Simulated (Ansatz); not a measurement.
The reference is KZnF3 in the cubic perovskite structure (space group Pm-3m, No. 221; a = 4.127 Å).

Level of theory: Kohn–Sham DFT with the PBE functional, run in Ansatz (a quantum-chemistry and plane-wave program) with PAW and 420 eV plane waves, no spin-orbit coupling.

Strains are applied to the cell and any free atomic positions relax.

One change was made to it. Results:

The band gap shrinks by 0.047 eV, from 3.71 eV to 3.67 eV; the width of the top valence band decreases by 0.09 eV (1.51 eV → 1.42 eV); the smallest direct gap falls by 0.14 eV to 5.08 eV; the energy grows by 1.0 meV/atom.

Q: Which change produced these results?
A) isotropic strain +0.60 %
B) isotropic strain +1.20 %
C) isotropic strain +1.80 %
D) isotropic strain +2.40 %
E) isotropic strain +3.00 %

A: A, isotropic strain +0.60 %. For comparison, the band gap in the other runs: isotropic strain +3.00 % gives 3.48 eV; isotropic strain +2.40 % gives 3.53 eV; isotropic strain +1.80 % gives 3.57 eV; isotropic strain +1.20 % gives 3.62 eV.

Stability against distortions was not tested. Many cubic perovskites are stable only at high temperature; tilts and polar distortions were not tested.
